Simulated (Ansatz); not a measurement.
## What pressure 100 GPa does to Ti

The parent structure is Ti in the hcp (Mg type) structure (space group P6_3/mmc, No. 194; a = 2.939 Å, c = 4.650 Å).

One thing is altered: cell and atoms relaxed at a pressure of 100 GPa.

Level of theory: PBE, PAW, 420 eV (Ansatz, a program for electronic structure; no SOC), earlier PAW set. Settings: 18×18×10 k-points, 0.05 eV Fermi–Dirac smearing.

```json
[
 {"quantity": "volume per atom", "base": "17.39 Å³", "changed": "11.11 Å³", "shift": "-6.28 Å³"},
 {"quantity": "density", "base": "4.57 g/cm³", "changed": "7.15 g/cm³", "shift": "+2.58 g/cm³"},
 {"quantity": "lattice parameter a", "base": "5.554 bohr", "changed": "4.631 bohr", "shift": "-0.923 bohr"},
 {"quantity": "c/a ratio", "base": "1.582", "changed": "1.744", "shift": "+0.1613"},
 {"quantity": "shortest interatomic distance", "base": "5.439 bohr", "changed": "4.631 bohr", "shift": "-0.808 bohr"},
 {"quantity": "enthalpy H = E + PV relative to the base's energy", "base": "–", "changed": "+8.41 eV/atom", "shift": "–"},
 {"quantity": "band gap", "base": "zero", "changed": "zero", "shift": "–"}
]
```

Cost of the whole job for the changed cell (relaxation, final SCF and bands): about 60 core-seconds (a rough figure).

Load acts through the strain it causes; cell and atoms are relaxed under it. Whether these cells are dynamically stable was not tested. No other phases were tried under pressure. All final runs are without spin polarisation.
